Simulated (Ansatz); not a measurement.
A computed series for Ta2N: response to strain

Base system: Ta$_{2}$N in the anti-CdI2 type structure (space group P-3m1, No. 164; a = 3.065 Å, c = 4.891 Å; relaxed with 0.1 eV smearing). Axes: x lies along a and z along c of the hexagonal cell.

Strains are applied to the cell and any free atomic positions relax; under biaxial strain the out-of-plane vector relaxes too.

Level of theory: r2SCAN+rVV10, PAW, 500 eV (Ansatz, a quantum-chemistry and plane-wave program; scalar-relativistic without spin-orbit coupling), earlier PAW set.

Notes on the quantities. pressure: mean of the normal stresses, compression positive.

| change | volume per atom | pressure | space group |
|---|---|---|---|
| base | 13.27 Å³ | 0.0 GPa | P-3m1 (No. 164) |
| biaxial strain −3.90 %, plane normal [001], relaxed out of plane | 12.81 Å³ | (withheld) | P-3m1 (No. 164) |
| biaxial strain −0.63 %, plane normal [001], relaxed out of plane | 13.19 Å³ | 1.6 GPa | P-3m1 (No. 164) |
| isotropic strain +2.34 % | 14.22 Å³ | (withheld) | P-3m1 (No. 164) |
| uniaxial strain ε_xx = −1.35 % | 13.09 Å³ | (withheld) | C2/m (No. 12) |
| uniaxial strain ε_xx = +1.72 % | 13.49 Å³ | (withheld) | C2/m (No. 12) |

Task: What belongs in the blanks?

Result: 
- biaxial strain −3.90 %, plane normal [001], relaxed out of plane, pressure: 11.2 GPa
- isotropic strain +2.34 %, pressure: -17.7 GPa
- uniaxial strain ε_xx = −1.35 %, pressure: 4.1 GPa
- uniaxial strain ε_xx = +1.72 %, pressure: -4.7 GPa

No phonon test of stability was made. The final runs are not spin-polarised. An odd electron count without spin: Ta2N.
